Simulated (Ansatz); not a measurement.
Consider CdSe in the wurtzite structure (space group P6_3mc, No. 186; a = 4.3019 Å, c = 7.0211 Å).

Levels (all Ansatz, a quantum-chemistry and plane-wave program, PAW): PBEsol (420 eV, without spin-orbit coupling); r2SCAN (500 eV, no spin-orbit coupling); HSE06 (420 eV, no spin-orbit coupling).

At the geometry relaxed with PBEsol, these levels gave the following band gaps, in shuffled order: (a) 1.61 eV, (b) 1.16 eV, (c) 0.54 eV.

Q: Match each gap to its level.

A: (a) HSE06; (b) r2SCAN; (c) PBEsol.

Single points use the geometry relaxed with PBEsol. Whether these cells are dynamically stable was not tested.
